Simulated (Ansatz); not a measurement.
Functionals compared on H2O on the 1x1 (111) surface of fcc Ni, ferromagnetic, one in a 2x2 cell, started at the site 'hollow Ni-Ni-Ni over Ni at depth 2.0 Å', in Ansatz (plane waves, PAW). The structure was relaxed with PBE; the other rows are single points on it, each with its references at the same level. Cutoff 420 eV.

Set-up: 19 atoms, 6.0 Å thick at the start under the adsorbate (thin: gaps and levels are the slab's own); mesh 7x7x1; 0.1 eV smearing; dipole correction on; 8 atoms held, the rest relaxed; no symmetry held; spin-polarised, no spin-orbit, no U, no dispersion correction. At the end it is bonded to Ni. In PBE it is, or lies within 0.03 eV of, the lowest of the starts that converged. These notes are the PBE run's. Adsorption energies are against H2O(g). A negative adsorption energy means that the adsorbate is more stable on the surface than in its reference.

| functional | adsorption energy (eV) | work function of the top face (eV) | change of the work function (eV) | magnetic moment of the cell (μB) | rough cost of the single point |
|---|---|---|---|---|---|
| PBE | -0.23 | 4.04 | -1.04 | 10.49 | – |
| RPBE | 0.00 | … | … | 10.61 | around 9 core-minutes (rough) |

### Question
What belongs in the gaps?

### Answer

- RPBE, work function of the top face (eV): 3.90
- RPBE, change of the work function (eV): -1.00

Ansatz is a program for electronic structure.
